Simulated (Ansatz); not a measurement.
**Effect of tensor shear ε_xy = +0.86 % on Pd**

The reference is Pd in the fcc (Cu type) structure (space group Fm-3m, No. 225; a = 3.910 Å; relaxed with 0.1 eV smearing). Axes: x, y, z lie along the cube axes.

Now apply this change: a pure shear with ε_xy = ε_yx = 0.0086; the atoms relax in the strained cell.

Calculations: r2SCAN (Ansatz, a first-principles code; PAW; 500 eV plane waves; spin-orbit coupling left out). Settings: 29×29×29 k-points, 0.1 eV Fermi–Dirac smearing.

```tsv
quantity	base	changed	shift
volume per atom	14.95 Å³	14.95 Å³	0.00 Å³
space group	Fm-3m (No. 225)	Immm (No. 71)	–
shortest interatomic distance	2.765 Å	2.741 Å	-0.024 Å
energy relative to the base (free energy F)	0 meV/atom	+1.0 meV/atom	+1.0 meV/atom
pressure (mean of the normal stresses, compression positive)	0.0 GPa	0.1 GPa	+0.1 GPa
band gap	zero	zero	–
stress (xx, yy, zz, yz, xz, xy; compression positive)	–	(0.1, 0.1, 0.0, 0.0, 0.0, -1.3) GPa	–
```

No phonon test of stability was made. All final runs are without spin polarisation. Pd has a high density of states at the Fermi level and may be magnetic at this level.
